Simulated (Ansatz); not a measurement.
BAs (F-43m), r2SCAN with spin-orbit coupling, rigid bands (Ansatz, a quantum-chemistry and plane-wave program). Band gap 1.30 eV, N_c = 3.43e19 cm⁻³ and N_v = 1.05e19 cm⁻³ at 300 K, conductivity masses of 0.297 mₑ (electrons) and 0.324 mₑ (holes). Take k_BT = 0.02585 eV.

Question: What built-in voltage has an abrupt junction with N_A = 1e16 and N_D = 1e18 cm⁻³, all dopants ionised?

Answer: V_bi = E_g/e − (k_BT/e) ln(N_c N_v/(N_A N_D)) = 1.30 − 0.02585 × 10.49 = 1.03 V, for the computed gap.

Question: A film of it is 8 nm thick. Estimate the confinement energies in an infinite well.

Answer: ħ²π²/(2m t²) = 0.376 eV·nm²/(m/mₑ × t²) gives 19.8 meV for electrons and 18.1 meV for holes, so the gap would widen to about 1.34 eV. Finite barriers and nonparabolic bands lower this, and with several valleys or bands the heaviest mass along the normal sets the lowest level, not this average.

Question: Find the intrinsic carrier density and the intrinsic Fermi level.

Answer: n_i = √(N_c N_v) exp(−E_g/2k_BT) = 1.90e19 × exp(−25.14) = 2.3e8 cm⁻³. The level lies (k_BT/2) ln(N_v/N_c) = -15 meV from mid-gap (positive towards the conduction band). Each 0.1 eV added to the gap lowers n_i by a factor of 6.9.

Rigid bands with the computed gap; masses take one relaxation time for all states. Geometry: cell and atoms relaxed with PBEsol.
